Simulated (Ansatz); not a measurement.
Consider an 8-atom supercell of Ge in the diamond structure (space group Fd-3m, No. 227; a = 5.7617 Å) at its relaxed geometry.

Level of theory: PBE, PAW, 420 eV (Ansatz, a program for electronic structure; scalar-relativistic without spin-orbit coupling).

For the base:

```
Property   Result
--------  -------
Pressure  0.0 GPa
```

The change: one Li atom is added in an open site, starting 2.49 Å from the nearest host atom, atoms relaxed at fixed cell, starting from a slightly rattled geometry.

Problem. Predict the new final site of the added atom and pressure.

Solution. The final site of the added atom amounts to 10 Ge at 2.55–2.88 Å; the pressure goes from zero to 4.1 GPa.

The cell is small, so the values are those of an ordered compound at a high defect concentration; dilute-limit values will differ. The final runs are not spin-polarised. The defect cell is not spin-polarised.
